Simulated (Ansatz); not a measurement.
Base system: ZnO in the wurtzite structure (space group P6_3mc, No. 186; a = 3.231 Å, c = 5.216 Å).

Modification: the cell is scaled by 1.0472 in all directions, atoms relaxed at fixed cell.

Levels (all Ansatz, a program for electronic structure, PAW, earlier PAW set): PBEsol (420 eV, no spin-orbit coupling); r2SCAN (500 eV, no spin-orbit coupling).

The geometry is relaxed with PBEsol.

| Quantity | Result |
|---|---|
| PBEsol electron mass | 0.097 mₑ (at Γ) |
| PBEsol lowest conduction level above the VBM at special points | Γ 0.50 eV; A 3.06 eV; M 5.15 eV; L 5.33 eV |
| PBEsol pressure | -14.76 GPa |

**Question.** How does going to r2SCAN change the electron mass, lowest conduction level above the VBM at special points and pressure?

**Answer.** The electron mass goes from 0.097 mₑ (at Γ) to 0.16 mₑ (at Γ); the lowest conduction level above the VBM at special points becomes Γ 1.02 eV; A 3.58 eV; M 5.81 eV; L 5.98 eV (PBEsol: Γ 0.50 eV; A 3.06 eV; M 5.15 eV; L 5.33 eV); the pressure decreases by 0.335 GPa, from -14.76 GPa to -15.10 GPa.

Single points use the geometry relaxed with PBEsol. Their cutoffs differ, which shifts pressures a little. The levels and masses belong to the bands next to the band gap. The cells carry an imposed strain or load. Effective masses come from finite differences of ±0.01 Å⁻¹. Whether these cells are dynamically stable was not tested.
